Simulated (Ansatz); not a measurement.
Start from LuP in the zinc blende structure (space group F-43m, No. 216; a = 6.161 Å; a hypothetical phase, not in the database extracts checked).

(Cell as relaxed with PBE.)

Levels (all Ansatz, a first-principles code, PAW): PBE (420 eV, no spin-orbit coupling); r2SCAN (500 eV, without spin-orbit coupling).

Each level relaxes its own structure.

| base | PBE | r2SCAN |
|---|---|---|
| volume per atom | 29.23 Å³ | 28.89 Å³ |
| lattice parameter a | 6.161 Å | 6.137 Å |
| band gap | 1.69 eV | 1.98 eV |

The change: a hydrostatic pressure of 4.2 GPa.

```tsv
quantity	PBE	r2SCAN
shortest interatomic distance	2.612 Å	…
band gap	1.59 eV	…
```

Q: Predict the r2SCAN column.

A: 
- shortest interatomic distance, r2SCAN: 2.605 Å
- band gap, r2SCAN: 1.89 eV

PBE's shortest interatomic distance lies 0.007 Å above r2SCAN's (0.3 %); PBE's band gap lies 0.30 eV below r2SCAN's. Neither level is exact; r2SCAN is the comparison here, not a measurement.

Load acts through the strain it causes; cell and atoms are relaxed under it. Whether these cells are dynamically stable was not tested.
